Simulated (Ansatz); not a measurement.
Given:

```xyz
2
Lattice="4.6950 0.0000 0.0000 2.3475 4.0660 0.0000 2.3475 -1.3553 3.7482" Properties=species:S:1:pos:R:3 pbc="T T T"
Cd     0.0000     0.0000    -0.0164
Te     4.6950     0.0000     2.8276
```

No spin polarisation.

Method: r2SCAN (Ansatz, a quantum-chemistry and plane-wave program, PAW, spin-orbit coupling left out). k-mesh 9×9×9 (Γ-centred); smearing 0.05 eV (Fermi–Dirac).

Predict the valence-band top at Γ and band gap.


- Valence-band top at Γ (three highest levels, from the VBM) = 0.00, -0.10, -0.10 eV
- Band gap = 1.05 eV

With Te present, leaving out spin-orbit coupling can change the band edges. The cells carry an imposed strain or load. Stability against distortions was not tested. The cell was made from CdTe in the zinc blende structure (space group F-43m, No. 216) by this change: biaxial strain +1.25 %, plane normal [111], relaxed out of plane.
